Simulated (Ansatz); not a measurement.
Electronic density of states of amorphous silicon carbide (Si₁₂₀C₇₂), density 2.81 g/cm³, on a 2×2×2 Γ-centred mesh with a Gaussian width of 0.1 eV; energies count from the Fermi level. Cell and mesh are small, so fine structure isn't converged. Computed with PBE, scalar-relativistic without spin-orbit coupling (plane waves to 420 eV, PAW; Ansatz, an electronic-structure program). Sampling: a 2×2×2 Γ-centred mesh; Fermi-Dirac width 0.05 eV; no spin polarisation. The levels at the Fermi energy are partly filled. A closed spacing in one fast-quenched cell at PBE doesn't show the material to be a metal.

A CHGNet melt-quench gave the starting glass, which DFT then relaxed. The hot cell started wider than the set density and was brought back towards it in steps. It is the lowest in DFT energy of 4 quenches. It is a model cell: composition and starting density were chosen by hand, and all elements were melted together. No dispersion term was used. Its density started from a set value of 2.81 and ended at 2.81 g/cm³. The simulated quench (nominally 430 K/ps over its main leg) is rapid and tends to freeze in more defects than a deposited or slowly cooled glass has. One small periodic cell is one sample of the glass; other quenches scatter about these values. The volume was held where the preparation left it and the shape relaxed, at a PBE pressure of 4.0 GPa. Stress components on the final sampling reach 4.1 GPa. On a 2×2×2 Γ-centred mesh force components of up to 0.22 eV/Å stay, since the relaxation ran on the zone centre alone.

```
E - EF (eV)  states/(eV atom)
-----------  ----------------
-12.00                   0.09
-11.90                   0.08
-11.80                   0.09
-11.70                   0.11
-11.60                   0.09
-11.50                   0.13
-11.40                   0.16
-11.30                   0.16
-11.20                   0.12
-11.10                   0.08
-11.00                   0.09
-10.90                   0.12
-10.80                   0.15
-10.70                   0.15
-10.60                   0.15
-10.50                   0.15
-10.40                   0.16
-10.30                   0.17
-10.20                   0.16
-10.10                   0.17
-10.00                   0.18
-9.90                    0.18
-9.80                    0.20
-9.70                    0.23
-9.60                    0.23
-9.50                    0.22
-9.40                    0.22
-9.30                    0.22
-9.20                    0.24
-9.10                    0.25
-9.00                    0.24
-8.90                    0.22
-8.80                    0.22
-8.70                    0.25
-8.60                    0.26
-8.50                    0.27
-8.40                    0.28
-8.30                    0.26
-8.20                    0.25
-8.10                    0.26
-8.00                    0.28
-7.90                    0.26
-7.80                    0.27
-7.70                    0.28
-7.60                    0.27
-7.50                    0.27
-7.40                    0.29
-7.30                    0.29
-7.20                    0.30
-7.10                    0.30
-7.00                    0.27
-6.90                    0.27
-6.80                    0.30
-6.70                    0.32
-6.60                    0.31
-6.50                    0.30
-6.40                    0.29
-6.30                    0.29
-6.20                    0.29
-6.10                    0.30
-6.00                    0.33
-5.90                    0.35
-5.80                    0.35
-5.70                    0.35
-5.60                    0.35
-5.50                    0.35
-5.40                    0.36
-5.30                    0.36
-5.20                    0.36
-5.10                    0.38
-5.00                    0.37
-4.90                    0.37
-4.80                    0.36
-4.70                    0.39
-4.60                    0.41
-4.50                    0.41
-4.40                    0.42
-4.30                    0.42
-4.20                    0.42
-4.10                    0.41
-4.00                    0.41
-3.90                    0.42
-3.80                    0.42
-3.70                    0.42
-3.60                    0.42
-3.50                    0.43
-3.40                    0.43
-3.30                    0.43
-3.20                    0.43
-3.10                    0.44
-3.00                    0.44
-2.90                    0.41
-2.80                    0.39
-2.70                    0.40
-2.60                    0.40
-2.50                    0.41
-2.40                    0.41
-2.30                    0.41
-2.20                    0.39
-2.10                    0.38
-2.00                    0.37
-1.90                    0.34
-1.80                    0.33
-1.70                    0.34
-1.60                    0.33
-1.50                    0.31
-1.40                    0.29
-1.30                    0.28
-1.20                    0.28
-1.10                    0.27
-1.00                    0.26
-0.90                    0.25
-0.80                    0.23
-0.70                    0.19
-0.60                    0.16
-0.50                    0.13
-0.40                    0.09
-0.30                    0.10
-0.20                    0.12
-0.10                    0.10
0.00                     0.10
0.10                     0.11
0.20                     0.13
0.30                     0.11
0.40                     0.10
0.50                     0.14
0.60                     0.18
0.70                     0.19
0.80                     0.19
0.90                     0.22
1.00                     0.26
1.10                     0.25
1.20                     0.26
1.30                     0.30
1.40                     0.30
1.50                     0.30
1.60                     0.31
1.70                     0.32
1.80                     0.34
1.90                     0.36
2.00                     0.37
2.10                     0.35
```
